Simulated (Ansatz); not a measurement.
**CdS, response to strain**

Take CdS in the wurtzite structure (space group P6_3mc, No. 186; a = 4.124 Å, c = 6.708 Å) as the base.

Strains are applied to the cell and any free atomic positions relax.

Method: PBEsol, PAW, 420 eV (Ansatz, a quantum-chemistry and plane-wave program; no spin-orbit coupling).

Candidates:
(a) isotropic strain −1.80 %
(b) isotropic strain −0.60 %
(c) isotropic strain −2.40 %
(d) isotropic strain −3.00 %

Base values:

The band gap is 1.09 eV.

**Question.** Order them by band gap, lowest first.

**Answer.** (b) isotropic strain −0.60 % (1.13 eV), (a) isotropic strain −1.80 % (1.21 eV), (c) isotropic strain −2.40 % (1.25 eV), (d) isotropic strain −3.00 % (1.29 eV)

Whether these cells are dynamically stable was not tested.
